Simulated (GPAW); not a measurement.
**GPAW run on CaCuSi (P-6m2, 3 atoms in the cell): self-consistent single point**

Level of theory: PBEsol, GPAW PAW datasets PBEsol (made by gpaw-setup) (plane waves; GPAW).

This input was run:

```python
from ase import Atoms
from ase.units import GPa
from gpaw import GPAW

atoms = Atoms(['Ca', 'Si', 'Cu'],
              cell=[[4.121830, 0.000000, 0.000000],
                    [-2.060915, 3.569609, 0.000000],
                    [0.000000, 0.000000, 4.081010]],
              positions=[[0.000000, 0.000000, 0.000000],
                         [-0.000002, 2.379741, 2.040505],
                         [2.060917, 1.189868, 2.040505]],
              pbc=True)

calc = GPAW(mode={'name': 'pw', 'ecut': 850},
            xc='PBEsol',
            kpts={'size': (8, 8, 7), 'gamma': True},
            occupations={'name': 'methfessel-paxton', 'width': 0.1, 'order': 0},
            nbands=-11,
            convergence={'density': 1e-05, 'energy': 1e-05},
            symmetry={'symmorphic': False, 'tolerance': 0.0005},
            maxiter=150,
            txt='-')

atoms.calc = calc

energy = atoms.get_potential_energy()
print('Energy (eV):', round(energy, 6))
forces = atoms.get_forces()
print('Forces (eV/Ang):')
print(forces.round(5))
stress = atoms.get_stress()
print('Stress (GPa, Voigt):', (stress / GPa).round(4))
```

Log, with long lists cut:

```
Input parameters:
  convergence: {density: 1e-05,
                energy: 1e-05}
  kpts: {gamma: True,
         size: (8, 8, 7)}
  maxiter: 150
  mode: {ecut: 850,
         name: pw}
  nbands: -11
  occupations: {name: methfessel-paxton,
                order: 0,
                width: 0.1}
  symmetry: {symmorphic: False,
             tolerance: 0.0005}
  xc: PBEsol

species:
  Ca:
    name: Calcium
    Z: 20.0
    valence: 10
    core: 10
    charge: 0.0
    file: Ca.PBEsol.gz

    # Using partial waves for Ca as LCAO basis

  Si:
    name: Silicon
    Z: 14.0
    valence: 4
    core: 10
    charge: 0.0
    file: Si.PBEsol.gz

    # Using partial waves for Si as LCAO basis

  Cu:
    name: Copper
    Z: 29.0
    valence: 11
    core: 18
    charge: 0.0
    file: Cu.PBEsol.gz

    # Using partial waves for Cu as LCAO basis

Reference energy: -71343.729779  # eV

Spin-paired calculation

Convergence criteria:
 Maximum [total energy] change in last 3 cyles: 1e-05 eV / valence electron
 Maximum integral of absolute [dens]ity change: 1e-05 electrons / valence electron
 Maximum integral of absolute [eigenst]ate change: 4e-08 eV^2 / valence electron
 Maximum number of scf [iter]ations: 150

Symmetries present (total): 12
Symmetries with fractional translations: 0
448 k-points: 8 x 8 x 7 Monkhorst-Pack grid + [1/16,1/16,0.000000]
40 k-points in the irreducible part of the Brillouin zone
       k-points in crystal coordinates                weights
   0:     0.00000000    0.00000000    0.00000000          1/448
   1:     0.00000000    0.00000000    0.14285714          2/448
   2:     0.00000000    0.00000000    0.28571429          2/448
   [... 7 lines left out ...]
          ...
  39:     0.50000000    0.50000000    0.42857143          6/448

Wave functions: Plane wave expansion
  Cutoff energy: 850.000 eV
  Number of coefficients (min, max): 3365, 3394
  Pulay-stress correction: 0.000000 eV/Ang^3 (de/decut=0.000000)

Occupation numbers: Methfessel-Paxton:
  width: 0.1000  # eV
  order: 0

Eigensolver

Densities:
  Coarse grid: 28*28*28 grid
  Fine grid: 56*56*56 grid
  Total Charge: 0.000000

Density mixing:
  Method: separate
  Backend: pulay
  Linear mixing parameter: 0.05
  old densities: 5
  Damping of long wavelength oscillations: 50

Hamiltonian:
  XC and Coulomb potentials evaluated on a 56*56*56 grid
  External potential:
    NoExternalPotential

XC parameters: PBEsol with 2 nearest neighbor stencil

Number of atoms: 3
Number of atomic orbitals: 18
Number of bands in calculation: 23
Number of valence electrons: 25
Bands to converge: occupied

Density initialized from atomic densities
  18 bands from LCAO basis set
  5 bands from random numbers

Atomic positions and initial magnetic moments

Positions:
   0 Ca     0.000000    0.000000    0.000000    ( 0.0000,  0.0000,  0.0000)
   1 Si    -0.000002    2.379741    2.040505    ( 0.0000,  0.0000,  0.0000)
   2 Cu     2.060917    1.189868    2.040505    ( 0.0000,  0.0000,  0.0000)

Unit cell:
           periodic     x           y           z      points  spacing
  1. axis:    yes    4.121830    0.000000    0.000000    28     0.1275
  2. axis:    yes   -2.060915    3.569609    0.000000    28     0.1275
  3. axis:    yes    0.000000    0.000000    4.081010    28     0.1458

  Lengths:   4.121830   4.121830   4.081010
  Angles:   90.000000  90.000000 120.000003

Effective grid spacing dv^(1/3) = 0.1399

     iter     time        total  log10-change:
                         energy   eigst   dens
iter:   1 --:--:--   -16.072533
iter:   2 --:--:--   -14.200321   -0.93  -1.10
iter:   3 --:--:--   -13.510287   -1.33  -1.30
iter:   4 --:--:--   -13.581152   -1.50  -1.44
iter:   5 --:--:--   -13.637853   -2.35  -1.58
iter:   6 --:--:--   -13.514681   -1.31  -1.83
   [... 2 lines left out ...]
iter:   9 --:--:--   -13.402535   -3.86  -2.54
iter:  10 --:--:--   -13.408593   -2.89  -2.76
iter:  11 --:--:--   -13.403016   -3.77  -2.59
iter:  12 --:--:--   -13.401584   -3.82  -2.93
iter:  13 --:--:--   -13.401577   -5.89  -3.45
iter:  14 --:--:--   -13.401570c  -6.75  -3.55
iter:  15 --:--:--   -13.401560c  -6.73  -3.61
iter:  16 --:--:--   -13.401559c  -6.28  -3.77
iter:  17 --:--:--   -13.401559c  -7.08  -3.82
iter:  18 --:--:--   -13.401554c  -6.51  -3.86
iter:  19 --:--:--   -13.401554c  -8.51c -4.15
iter:  20 --:--:--   -13.401556c  -7.94c -4.20
iter:  21 --:--:--   -13.401556c  -8.67c -4.41
iter:  22 --:--:--   -13.401556c  -7.29  -4.46
iter:  23 --:--:--   -13.401555c  -8.43c -4.69
iter:  24 --:--:--   -13.401556c  -7.85c -4.84
iter:  25 --:--:--   -13.401556c -10.17c -5.22c

Converged after 25 iterations.

Dipole moment: (-0.358300, 0.206864, -0.000000) |e|*Ang

Energy contributions relative to reference atoms: (reference = -71343.729779)

Kinetic:        -11.401431
Potential:      +11.048787
External:        +0.000000
XC:             -12.545042
Entropy (-ST):   -0.014384
Local:           -0.496678
SIC:             +0.000000
--------------------------
Free energy:    -13.408748
Extrapolated:   -13.401556

Showing only first 2 kpts
 Kpt  Band  Eigenvalues  Occupancy
  0    10      5.64183    1.10436
  0    11      6.29787    0.00000
  0    12      6.29790    0.00000
  0    13      7.08191    0.00000

  1    10      4.61196    2.00000
  1    11      6.44595    0.00000
  1    12      6.44598    0.00000
  1    13      7.86666    0.00000

Fermi level: 5.65110

No gap
No difference between direct/indirect transitions
Energy (eV): -13.401556

Forces in eV/Ang:
  0 Ca    0.00000    0.00000    0.00000
  1 Si    0.00000    0.00000    0.00000
  2 Cu    0.00000    0.00000    0.00000

Stress tensor:
     0.015203    -0.000000     0.000000
    -0.000000     0.015203     0.000000
     0.000000     0.000000     0.012437
Stress (GPa, Voigt): [ 2.4357  2.4357  1.9927  0.      0.     -0.    ]
```

The run converged in 25 iterations. GPAW prints stress with tension positive.

The starting cell comes from a database of computed structures (which also holds hypothetical and non-ambient phases and stackings), without a prior relaxation at this level. Spin polarisation is off.

Cost on one core of a shared machine: roughly 30 s.
